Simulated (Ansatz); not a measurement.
Start from SrTiO3 in the cubic perovskite structure (space group Pm-3m, No. 221; a = 3.854 Å). Axes: x, y, z lie along the cube axes.

It is then changed as follows: compressive biaxial strain of 0.60 % in the plane normal to [001], as in epitaxy on a mismatched substrate; the out-of-plane cell vector and the atoms relax.

All numbers come from Kohn–Sham DFT with the LDA functional, run in Ansatz (an electronic-structure program) with PAW and 420 eV plane waves, no SOC.

### Question
Give the band edges at the high-symmetry points of the new zone, measured from its valence-band maximum.

### Answer
```csv
point,valence edge (eV),conduction edge (eV)
Γ,-0.33,1.84
X,-0.74,2.05
M,-0.09,4.04
Z,-0.72,2.05
R,-0.13,3.95
A,0.00,4.73
```

The gap is 1.84 eV, indirect, A → Γ.

Whether these cells are dynamically stable was not tested. The final runs are not spin-polarised. Many cubic perovskites are stable only at high temperature; tilts and polar distortions were not tested. k-point labels follow each cell's own Brillouin zone.
